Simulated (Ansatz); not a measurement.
Start from Os in the hcp (Mg type) structure (space group P6_3/mmc, No. 194; a = 2.729 Å, c = 4.309 Å; relaxed with 0.1 eV smearing). Axes: x lies along a and z along c of the hexagonal cell.

Method: Ansatz (an electronic-structure program) PBEsol, scalar-relativistic without spin-orbit coupling.

Now apply this change: a pure shear with ε_xz = ε_zx = 0.0114; the atoms relax in the strained cell.

### Question
Predict the stress tensor and what it implies for the stiffness.

### Answer
Stress of the strained cell less that of the base (GPa, compression positive):
```
    0.1     0.0    -6.3
    0.0     0.1     0.0
   -6.3     0.0     0.4
```

Then −Δσ/γ with γ = 2ε = 0.0228 gives relaxed-ion elastic constants: C55 ≈ 275 GPa.

As a check, the harmonic strain energy −½ V₀ Δσ:ε is 6.2 meV/atom; the computed energy rise is 6.2 meV/atom.

Stability against distortions was not tested. The final runs are not spin-polarised.
